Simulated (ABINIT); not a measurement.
A self-consistent single point of Al₂Au (Fm-3m, 3 atoms in the cell) with ABINIT

Level of theory: PBE, PAW (JTH v2.0 PBE PAW) (plane waves; ABINIT 10.0.3).

This input was run:

```
# Al2Au, JTH v2.0 PBE PAW
pp_dirpath "./"
pseudos "Al.GGA_PBE-JTH.xml, Au.GGA_PBE-JTH.xml"
acell 3*1.0 Angstrom
rprim
        -0.0000000000    3.0296560000    3.0296560000
         3.0296560000   -0.0000000000    3.0296560000
         3.0296560000    3.0296560000    0.0000000000
natom 3
ntypat 2
znucl 13 79
typat 1 1 2
xred
         0.2500000000    0.2500000000    0.2500000000
         0.7500000000    0.7500000000    0.7500000000
         0.0000000000    0.0000000000    0.0000000000
ecut 52 Ry
pawecutdg 104 Ry
pawxcdev 0
ixc 11
occopt 3
tsmear 0.00367493
nband 14
kptopt 1
ngkpt 6 6 6
nshiftk 1
shiftk 0 0 0
nstep 50
tolvrs 1.0e-10
prtwf 0
prtden 0
```

The program printed (abridged):

```
 Symmetries : space group Fm -3 m (#225); Bravais cF (face-center cubic)

 -outvars: echo values of preprocessed input variables --------
            acell      1.8897261329E+00  1.8897261329E+00  1.8897261329E+00 Bohr
             ecut      2.60000000E+01 Hartree
              ixc          11
         kptrlatt        6    0    0      0    6    0      0    0    6
          kptrlen      4.85801036E+01
            natom           3
            nband          14
            ngfft          40      40      40
          ngfftdg          54      54      54
             nkpt          16
            nstep          50
             nsym          48
           ntypat           2
           occopt           3
        pawecutdg      5.20000000E+01 Hartree
         pawxcdev           0
            rprim     -0.0000000000E+00  3.0296560000E+00  3.0296560000E+00
                       3.0296560000E+00 -0.0000000000E+00  3.0296560000E+00
                       3.0296560000E+00  3.0296560000E+00  0.0000000000E+00
          spgroup         225
           tolvrs      1.00000000E-10
           tsmear      3.67493000E-03 Hartree
            typat      1  1  2
           useylm           1
             xred      2.5000000000E-01  2.5000000000E-01  2.5000000000E-01
                       7.5000000000E-01  7.5000000000E-01  7.5000000000E-01
                       0.0000000000E+00  0.0000000000E+00  0.0000000000E+00
            znucl       13.00000   79.00000

== DATASET  1 ==================================================================

 Exchange-correlation functional for the present dataset will be:
  GGA: Perdew-Burke-Ernzerhof functional - ixc=11
 Citation for XC functional:
  J.P.Perdew, K.Burke, M.Ernzerhof, PRL 77, 3865 (1996)

 Real(R)+Recip(G) space primitive vectors, cartesian coordinates (Bohr,Bohr^-1):
 R(1)=  0.0000000  5.7252201  5.7252201  G(1)= -0.0873329  0.0873329  0.0873329
 R(2)=  5.7252201  0.0000000  5.7252201  G(2)=  0.0873329 -0.0873329  0.0873329
 R(3)=  5.7252201  5.7252201  0.0000000  G(3)=  0.0873329  0.0873329 -0.0873329
 Unit cell volume ucvol=  3.7532419E+02 bohr^3
 Angles (23,13,12)=  6.00000000E+01  6.00000000E+01  6.00000000E+01 degrees

 Coarse grid specifications (used for wave-functions):

 getcut: wavevector=  0.0000  0.0000  0.0000  ngfft=  40  40  40
         ecut(hartree)=     26.000   => boxcut(ratio)=   2.15229

 Fine grid specifications (used for densities):

 getcut: wavevector=  0.0000  0.0000  0.0000  ngfft=  54  54  54
         ecut(hartree)=     52.000   => boxcut(ratio)=   2.05527

   4.74247219E+02                                ecore*ucvol(ha*bohr**3)

_setup2: Arith. and geom. avg. npw (full set) are    2376.810    2376.788

--- !BeginCycle
solver: {iscf: 17, nstep: 50, nline: 4, wfoptalg: 10, }
tolerances: {tolvrs: 1.00E-10, }
...

     iter   Etot(hartree)      deltaE(h)  residm     nres2
 ETOT  1  -38.337327610321    -3.834E+01 6.881E-02 4.177E+01
 ETOT  2  -38.553655652837    -2.163E-01 7.699E-03 3.966E+01
 ETOT  3  -38.404944374611     1.487E-01 4.896E-03 4.937E+00
 ETOT  4  -38.417326791383    -1.238E-02 9.352E-03 3.886E+00
 ETOT  5  -38.413609914725     3.717E-03 1.402E-03 1.958E+00
 ETOT  6  -38.415209080363    -1.599E-03 1.134E-03 1.238E+00
   [... 19 lines left out ...]
 ETOT 26  -38.415298822178     2.970E-11 4.830E-06 4.230E-08
 ETOT 27  -38.415298822141     3.672E-11 4.699E-06 1.653E-09
 ETOT 28  -38.415298822143    -2.260E-12 3.952E-06 2.188E-10
 ETOT 29  -38.415298822144    -8.313E-13 3.814E-06 3.237E-10
 ETOT 30  -38.415298822144     4.334E-13 3.236E-06 2.380E-11

 At SCF step   30       nres2   =  2.38E-11 < tolvrs=  1.00E-10 =>converged.

 Cartesian components of stress tensor (hartree/bohr^3)
  sigma(1 1)= -2.40169023E-06  sigma(3 2)=  0.00000000E+00
  sigma(2 2)= -2.40169023E-06  sigma(3 1)=  0.00000000E+00
  sigma(3 3)= -2.40169023E-06  sigma(2 1)=  0.00000000E+00

 ----iterations are completed or convergence reached----

 reduced coordinates (array xred) for    3 atoms
       0.250000000000      0.250000000000      0.250000000000
       0.750000000000      0.750000000000      0.750000000000
       0.000000000000      0.000000000000      0.000000000000
 cartesian forces (eV/Angstrom) at end:
    1     -0.00000000000000    -0.00000000000000    -0.00000000000000
    2     -0.00000000000000    -0.00000000000000    -0.00000000000000
    3     -0.00000000000000    -0.00000000000000    -0.00000000000000
 frms,max,avg= 0.0000000E+00 0.0000000E+00   0.000E+00  0.000E+00  0.000E+00 e/A
 length scales=  1.889726132886  1.889726132886  1.889726132886 bohr
              =  1.000000000000  1.000000000000  1.000000000000 angstroms
 Fermi (or HOMO) energy (hartree) =   0.27057   Average Vxc (hartree)=  -0.36507
 Eigenvalues (hartree) for nkpt=  16  k points:
 kpt#   1, nband= 14, wtk=  0.00463, kpt=  0.0000  0.0000  0.0000 (reduced coord)
  -0.10767    0.03591    0.03591    0.03591    0.06986    0.06986    0.34846    0.38093
   0.38093    0.38093    0.41089    0.41089    0.41089    0.48178
      occupation numbers for kpt#   1
   2.00000    2.00000    2.00000    2.00000    2.00000    2.00000    0.00000    0.00000
   0.00000    0.00000    0.00000    0.00000    0.00000    0.00000
 prteigrs : prtvol=0 or 1, do not print more k-points.

--- !EnergyTerms
comment             : Components of total free energy in Hartree
kinetic             :  1.01261164708746E+01
hartree             :  8.80096342891638E+00
xc                  : -5.17758401338680E+00
Ewald energy        : -3.33073031562295E+01
psp_core            :  1.26356687353112E+00
local_psp           : -2.43091062952166E+01
spherical_terms     :  4.18913203407130E+00
internal            : -3.84142146574394E+01
'-kT*entropy'       : -1.08843928146800E-03
total_energy        : -3.84153030967209E+01
total_energy_eV     : -1.04533355866312E+03
...

-Cartesian components of stress tensor (GPa)         [Pressure=  7.0660E-02 GPa]
- sigma(1 1)= -7.06601542E-02  sigma(3 2)=  0.00000000E+00
- sigma(2 2)= -7.06601542E-02  sigma(3 1)=  0.00000000E+00
- sigma(3 3)= -7.06601542E-02  sigma(2 1)=  0.00000000E+00

 Calculation completed.
```

The run converged in 30 iterations.

The starting cell comes from a database of computed structures (which also holds hypothetical and non-ambient phases and stackings), without a prior relaxation at this level. Its lattice was rescaled by a random factor within 2.5 % of one.

Cost on one core of a shared machine: roughly 2 min.
